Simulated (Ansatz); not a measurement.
Ansatz (a program for electronic structure) is run on LiMg6Ti (P1, 8 atoms in the cell), and the run fails. The aim is a self-consistent single point with DFT, PBEsol, plane waves, PAW files made with PBE.

Cell that was meant: a = 5.0263 Å, b = 6.3038 Å, c = 6.3038 Å, α = 59.62°, β = 90.00°, γ = 90.00°.

Part of the input:

Ansatz 0.2 input:
```yaml
  spin_polarized: true
scf:
  occupations: { method: gaussian, width: 0.05 }
  max_iter: 40
  convergence: { dr2_threshold: 1.0e-22 eV }
output:
  forces: true
  eigenvalues: true
```

Log, with long lists cut:

```
SCF iter   1: F=—  HF=-14148.563105 eV  |F-HF|=—  |Δ(HF+E_count)|=         —  Δρ=1.13e-2 (↑1.13e-2 ↓9.72e-3)  dr2=2.54e0  dr2_m=2.02e-2  M=1.001 μB ∫|m|=1.142 μB  β_m=0.30  ethr=3.10e-3  ⟨swp⟩=7.7  Hψ=5586  notcnv=0
Mixer restart at iter 1: flushing history
all-band conjugate gradients solve this SCF's bands
preconditioner: auto → Kerker (q_TF=auto, 2.375 Å⁻¹)
   [... lines left out ...]
SCF iter  39: F=—  HF=-14148.045212 eV  |F-HF|=—  |Δ(HF+E_count)|=  3.64e-12  Δρ=3.07e-11 (↑3.07e-11 ↓1.04e-11)  dr2=2.98e-18  dr2_m=3.37e-19  M=1.316 μB ∫|m|=1.665 μB  β_m=0.86  ethr=1.00e-12  ⟨swp⟩=1.0  Hψ=2705  notcnv=0
SCF iter  40: F=—  HF=-14148.045212 eV  |F-HF|=—  |Δ(HF+E_count)|=    0.00e0  Δρ=2.05e-11 (↑2.05e-11 ↓3.28e-12)  dr2=1.62e-18  dr2_m=1.51e-19  M=1.316 μB ∫|m|=1.665 μB  β_m=0.89  ethr=1.00e-12  ⟨swp⟩=1.0  Hψ=2688  notcnv=0
Error: did not converge after 40 iterations: dr2 = 1.62e-18 (threshold 1.00e-22), under the density mixer `msr1`, which `scf.mixing.algorithm: auto` chose by the deck's other keys (type `scf.mixing.algorithm: msr1` to keep it); raise `scf.max_iter`, which need not help a stalled SCF, or adjust the mixing (`scf.mixing`) or, under a smearing, its width (`scf.occupations.width`, in either direction: another width is another result); the iterations of this SCF solved its open shells (`scf.mixing.spin_hold`): under `scf.lower_state_search: off` none does, but the run then seeks no lower state either and can end higher; this run sums exchange and correlation on more points than the [...]
```

Question: What caused this, and what should be changed?

Answer: The fault is a threshold far tighter than needed, beside a limit on iterations. Each further decade of the residual costs iterations, and near the noise of double precision and of the grids the loop may never get there. To fix it, use a threshold that the task needs. The run ended unconverged after 40 iterations.

An input that runs soundly differs in these lines (not the only fix; some lines may just follow from the change or write a value another way):
```diff
-  max_iter: 40
-  convergence: { dr2_threshold: 1.0e-22 eV }
```

With that input, the run converged in 12 iterations: free energy E − TS (on the zero of these files) -14148.0452 eV; Fermi level (on the code's own zero) 5.88 eV; pressure -0.90 GPa; largest force (vector length) 0.400 eV/Å; size of the cell's spin moment 1.32 μB (DFT, PBEsol, plane waves, PAW files made with PBE).

On the sound input: the starting cell comes from a database of computed structures (which also holds hypothetical and non-ambient phases and stackings), without a prior relaxation at this level. Its atoms were displaced at random from the sites of space group no. 38. With one magnetic atom in the cell only a parallel order is possible. Ansatz's pressure includes its estimate of the finite-basis (Pulay) stress. Without a gap this mesh is coarse (it stands for a supercell whose shortest vector is 15 Å).
